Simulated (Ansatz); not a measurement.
# Variants of one calculation on HgTe (Cmcm, 4 atoms in the cell)

```cif
data_Hg2Te2
_chemical_formula_sum 'Hg2 Te2'
_space_group_name_H-M_alt 'P 1'
_space_group_IT_number 1
_cell_length_a 4.57982
_cell_length_b 4.57982
_cell_length_c 5.79816
_cell_angle_alpha 90.000
_cell_angle_beta 90.000
_cell_angle_gamma 98.401
loop_
_space_group_symop_operation_xyz
  'x, y, z'
loop_
_atom_site_label
_atom_site_type_symbol
_atom_site_fract_x
_atom_site_fract_y
_atom_site_fract_z
_atom_site_occupancy
Hg1 Hg 0.34305 0.65695 0.75000 1
Hg2 Hg 0.65695 0.34305 0.25000 1
Te1 Te 0.78481 0.21519 0.75000 1
Te2 Te 0.21519 0.78481 0.25000 1
```

Base run A: PBEsol, default PAW files made with PBE in Ansatz (a quantum-chemistry and plane-wave program), self-consistent single point.

Its settings: basis.ecutwfc = 420 eV; kpoints.mp_grid.grid = 7 7 6; hamiltonian.xc = pbesol; hamiltonian.pseudopotentials = {kind: paw} (the program's default PAW files); scf.occupations.method = cold; scf.occupations.width = 0.2 eV.

The starting cell comes from a database of computed structures (which also holds hypothetical and non-ambient phases and stackings), without a prior relaxation at this level. Spin-orbit coupling is off. In the base run, with a pressure of about -3 GPa the cell is away from its equilibrium volume at this level. Ansatz's pressure includes its estimate of the finite-basis (Pulay) stress. The run gives no clean gap (levels at the Fermi energy touch, overlap or are partly filled at this smearing), which alone does not show that the compound is a metal.

ΔF is the free energy per atom less that of run A. 

Run A gave: pressure (GPa) -3.43; largest force (eV/Å) 0.169; k-points 64; valence electrons 72.

Runs:
- B: crystal.symmetry.detect: default → false
- C: scf.convergence.dr2_threshold: default (1e-07 eV) → 0.01 eV
- D: scf.occupations.method: cold → methfessel_paxton; scf.occupations.width: 0.2 eV → 0.05 eV
- E: scf.occupations.width: 0.2 eV → 0.03 eV
- F: kpoints.mp_grid.shift: default → 0.5 0.5 0.5
- G: 2 x 1 x 1 supercell, mesh divided and rounded up; kpoints.mp_grid.grid: 7 7 6 → 4 7 6
- H: scf.mixing.algorithm: default (the program chose MSR1) → anderson
- I: scf.mixing.preconditioner: default (the program chose LDOS) → local_kerker

Question: What does run F change against A?

Answer: The free energy drops by 2.5 meV/atom, the pressure moves little (-3.43 to -3.38 GPa) and the largest force goes from 0.169 to 0.139 eV/Å.

Question: What does run D change against A?

Answer: The free energy falls by 1.5 meV/atom, the pressure moves little (-3.43 to -3.40 GPa) and the largest force moves little (0.169 to 0.165 eV/Å).

```csv
run,ΔF (meV/atom),pressure (GPa),largest force (eV/Å),k-points,valence electrons
A,0.00,-3.43,0.169,64,72
B,0.00,-3.43,0.169,148,72
C,0.63,-3.42,0.170,64,72
D,-1.51,-3.40,0.165,64,72
E,-1.48,-3.40,0.166,64,72
F,-2.5,-3.38,0.139,48,72
G,-0.48,-3.42,0.161,60,144
H,0.00,-3.43,0.169,64,72
I,0.00,-3.43,0.169,64,72
```

Keys are those of Ansatz 0.2.
